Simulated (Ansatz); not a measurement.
# Element substitutions in Sn

Base system: Sn (space group I4_1/amd, No. 141).

```
Sn
1.0
   -2.94392     2.94392     1.59226
    2.94392    -2.94392     1.59226
    2.94392     2.94392    -1.59226
Sn
2
Direct
  0.75000   0.25000   0.50000
  0.00000   0.00000   0.00000
```

Each row replaces one element on all its sites; cell and atoms are relaxed.

All numbers come from Ansatz (an electronic-structure program) r2SCAN, no spin-orbit coupling, earlier PAW set.

```tsv
change	shortest interatomic distance	c/a ratio
base	305.0 pm	0.541
Sn → Si	248.6 pm	0.554
Sn → Pb	321.5 pm	0.537
Sn → Mo	260.0 pm	0.524
```

Whether these cells are dynamically stable was not tested. As relaxed here, Pb and Mo are hypothetical phases, not in the database extracts checked. For Si in this form, whether it has been made was not checked. All final runs are without spin polarisation. This is not the structure that Si has at room temperature and ambient pressure.
